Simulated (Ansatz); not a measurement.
System: MgS (model structure, started from the GeS type, Fm-3m, No. 225, 8 atoms in the cell). Method: LDA (Ansatz, a first-principles code, PAW).

Settings: plane-wave cutoff 520 eV, 6×16×14 k mesh (along the axes of the cell as run), Fermi–Dirac smearing 0.05 eV, scalar-relativistic PAW data made under PBE.

Cell (relaxed at this level):

```xyz
8
Lattice="10.2583 0.0000 0.0000 0.0000 3.6268 0.0000 0.0000 0.0000 3.6269" Properties=species:S:1:pos:R:3 pbc="T T T"
Mg     1.2823     0.9067     0.9064
Mg     3.8469     2.7201     2.7198
Mg     8.9760     2.7201     2.7205
Mg     6.4115     0.9067     0.9071
S      8.9761     0.9067     0.9069
S      6.4114     2.7201    -0.9065
S      1.2823     2.7201     2.7200
S      3.8469     0.9067     4.5335
```

Q: Predict the band gap.

A: 
band gap: 2.65 eV (direct)

Computing time: roughly 2.1 core-minutes.

A model structure was made by putting elements into a prototype or built by hand; here it ended with the formula and space group of a phase in our tables.
